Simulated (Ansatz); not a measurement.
Base system: MoP in the rock salt structure (space group Fm-3m, No. 225; a = 4.9011 Å; a hypothetical phase, not in the database extracts checked).

One thing is altered: W takes the place of Mo on all its sites; the structure is relaxed again.

Levels (all Ansatz, a program for electronic structure, PAW, earlier PAW set): PBEsol (420 eV, scalar-relativistic without spin-orbit coupling); PBEsol+SOC (420 eV, with spin-orbit coupling).

The geometry is relaxed with PBEsol.

- PBEsol pressure = 0.0 GPa

With PBEsol+SOC at the same geometry, the pressure goes from zero to 0.4 GPa.

Single points use the geometry relaxed with PBEsol. The spin-orbit shifts are approximate. No phonon test of stability was made. As relaxed here, WP is a hypothetical phase, not in the database extracts checked. The runs without spin-orbit coupling are not spin-polarised. An odd electron count without spin: WP and MoP. WP and MoP have a high density of states at the Fermi level and may be magnetic at this level.
